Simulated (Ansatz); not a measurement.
Base system: Ga$_{2}$O$_{3}$ in the corundum structure (space group R-3c, No. 167; a = 4.9499 Å, c = 13.3058 Å (hexagonal axes)). Axes: x lies along a and z along c of the hexagonal cell.

Structures relaxed with LDA (Ansatz, a first-principles code, PAW, scalar-relativistic without spin-orbit coupling).

Base:

Simulated powder pattern, Cu Kα, λ = 1.54184 Å (kinematic, ideal powder, no thermal factors, no anomalous dispersion; the 14 strongest lines at most, above 2 %, up to 2θ = 90°):

```tsv
2θ (°)	I/Imax (%)	hkl
24.71	26	(012)
34.12	100	(104)
36.30	83	(110)
41.80	11	(113)
50.67	40	(024)
55.65	43	(116)
59.63	9.7	(018)
63.91	36	(214)
65.30	31	(300)
74.70	12	(1 0 10)
77.07	9.7	(220)
83.25	5.9	(128)
85.99	7.2	(0 2 10)
87.04	12	(134)
```

Modification: uniaxial strain ε_zz = −2.25 %, all other strain components held at zero, atoms relaxed at fixed cell.

After the change:

Simulated powder pattern, Cu Kα, λ = 1.54184 Å (kinematic, ideal powder, no thermal factors, no anomalous dispersion; the 14 strongest lines at most, above 2 %, up to 2θ = 90°):

```
2θ (°)  d (Å)  I/Imax (%)       hkl
------  -----  ----------  --------
24.88   3.579          24     (012)
34.62   2.591         100     (104)
36.30   2.475          84     (110)
42.04   2.149          11     (113)
51.03   1.790          40     (024)
56.43   1.631          39     (116)
60.95   1.520          10     (018)
64.23   1.450          37     (214)
65.30   1.429          31     (300)
76.55   1.245          11  (1 0 10)
77.07   1.237         9.8     (220)
84.40   1.148         6.7     (128)
87.32   1.117          13     (134)
87.79   1.112         6.6  (0 2 10)
```

The indices refer to the base's conventional cell; one index is shown for lines that coincide.

Whether these cells are dynamically stable was not tested.
